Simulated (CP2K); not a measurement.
Band structure of H₄BrN (P-43m, 6 atoms in the cell).

```
H4BrN
1.0
    4.00010     0.00000     0.00000
    0.00000     4.00010     0.00000
    0.00000     0.00000     4.00010
H Br N
4 1 1
Direct
  0.14921   0.14921   0.85079
  0.14921   0.85079   0.14921
  0.85079   0.85079   0.85079
  0.85079   0.14921   0.14921
  0.50000   0.50000   0.50000
  0.00000   0.00000   0.00000
```

Method of the run: PBEsol, GPW, DZVP-MOLOPT-SR-GTH basis, GTH-PBE potentials (GTH_POTENTIALS) (CP2K).

Settings: CUTOFF = 450 Ry; REL_CUTOFF = 50 Ry; KPOINTS/SCHEME = MONKHORST-PACK 4 4 4; GAMMA_CENTERED = T; XC_FUNCTIONAL = PBE:PBESOL; H/BASIS_SET = DZVP-MOLOPT-SR-GTH; H/POTENTIAL = GTH-PBE-q1; Br/BASIS_SET = DZVP-MOLOPT-SR-GTH; Br/POTENTIAL = GTH-PBE-q7; N/BASIS_SET = DZVP-MOLOPT-SR-GTH; N/POTENTIAL = GTH-PBE-q5; METHOD = GPW; EPS_DEFAULT = 1e-11; EXTRAPOLATION = USE_GUESS.

The starting cell comes from a database of computed structures (which also holds hypothetical and non-ambient phases and stackings), without a prior relaxation at this level. Values carry the incompleteness of an atom-centred basis. The potentials were made for another functional than the one used.

Question: Predict the gap along the standard path and the places of the band edges.

Answer: The gap along the path is 5.24 eV, from M to Γ; the smallest direct gap on it is 5.33 eV.

Levels in eV from the top of the valence band on the SCF mesh, bands 5 to 9:
| point | 5 | 6 | 7 | 8 | 9 |
|---|---|---|---|---|---|
| Γ | -7.58 | -0.09 | -0.09 | -0.09 | 5.24 |
| X | -7.50 | -1.92 | -0.22 | -0.22 | 7.68 |
| M | -7.39 | -1.08 | -1.08 | 0.00 | 7.72 |
| R | -7.81 | -1.50 | -1.50 | -1.50 | 9.14 |

Higher empty bands are left out: an atom-centred basis made for the valence describes them poorly.
